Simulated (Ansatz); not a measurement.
Consider Rh-vacancy pair (Rh on one host Ru site, one Ru site vacant) in hcp Ru, neutral cell. The step: direct exchange of Rh with the vacancy (Rh-vacancy distance between ideal sites 2.72 Å throughout); the atom moves 2.72 Å along (-1.00, 0.00, 0.00) of the unit cell; the moving atom starts with neighbours 4 Ru at 2.67, 2 Ru at 2.68, 3 Ru at 2.72, Ru at 2.73, Ru at 2.76 Å and ends with 4 Ru at 2.67, 2 Ru at 2.68, 3 Ru at 2.72, Ru at 2.73, Ru at 2.76 Å. DFT values are from Ansatz (plane-wave PAW, 420 eV unless said) in a cell of 36 host sites, spin-restricted, static, with no finite-size correction. Forms of the defect that were not tried may lie lower. The start lies 0.047 eV above the lowest site run (PBE). For the PBE band: the saddle point's order was not checked, and it lies on a symmetry element of the cell, where a band can be held.

```tsv
Level	Forward barrier (eV)	Cost of the band or of the saddle's single point
CHGNet universal potential (has no charge state), its own band	0.62	-
PBE, a 2×2×2 k-point mesh shifted by half a step along c, band relaxed	2.13	around 40 core-minutes (rough)
PBE, a 4×4×4 k-point mesh shifted by half a step along c, same geometries	1.98	very roughly 10 core-minutes
r2SCAN at 500 eV, a 2×2×2 k-point mesh shifted by half a step along c, same geometries	(withheld)	very roughly 5 core-minutes
```

Task: What belongs in the gaps?

Result: 
- r2SCAN at 500 eV, a 2×2×2 k-point mesh shifted by half a step along c, same geometries, Forward barrier (eV): 2.14

Ansatz is a program for electronic structure.
